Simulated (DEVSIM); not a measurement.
abrupt InP p-n junction

Device: abrupt InP p-n junction, at 300 K.

```tsv
layer (left to right)	material	thickness (μm)	Nd (cm⁻³)	Na (cm⁻³)	τn (s)	τp (s)
1	InP	1.30	-	2.6e18	1.2e-9	1.2e-9
2	InP	130	5.9e16	-	1.2e-9	1.2e-9
```

Left contact: ohmic. Right contact: ohmic. Voltage is applied to the left contact. Recombination: SRH at mid-gap. Mobility is constant in doping.

The device is made up for the run: typed textbook-type constants, with dimensions and the other settings drawn at random. Values at 300 K.

| parameter | InP |
|---|---|
| gap (eV) | 1.344 |
| affinity (eV) | 4.38 |
| permittivity | 12.5 |
| Nc (cm⁻³) | 5.7e17 |
| Nv (cm⁻³) | 1.1e19 |
| μn (cm²/Vs) | 5200 |
| μp (cm²/Vs) | 170 |

DEVSIM, 1D drift-diffusion, Boltzmann statistics, complete ionisation; no tunnelling, impact ionisation, image-force lowering or self-heating.

```yaml
potential_step_across_the_device_at_zero_bias: 1.248 V
largest_field_in_the_device_at_zero_bias: 150000 V/cm
Dark forward voltage at 1 A/cm²: 0.968 V
Dark forward voltage at 100 A/cm²: 1.127 V
```

Dark forward current:

```tsv
V (V)	J (A/cm²)
0.05	1.4e-9
0.10	4.7e-9
0.20	3.8e-8
0.25	1.0e-7
0.30	2.8e-7
0.35	7.6e-7
0.45	5.7e-6
0.50	1.6e-5
0.55	4.3e-5
0.60	0.00012
0.70	0.00095
0.75	0.0028
0.80	0.0086
0.85	0.029
0.95	0.55
1.00	2.9
1.05	16
1.10	62
1.20	280
1.25	420
1.30	570
1.35	730
1.45	1100
1.50	1200
1.55	1400
1.60	1600
1.70	2000
1.75	2100
```

Dark reverse current:

| V (V) | J (A/cm²) |
|---|---|
| -0.40 | -3.4e-9 |
| -1.00 | -6.9e-9 |
| -2.00 | -1.1e-8 |
| -3.00 | -1.5e-8 |
| -4.00 | -1.9e-8 |
| -6.00 | -2.4e-8 |
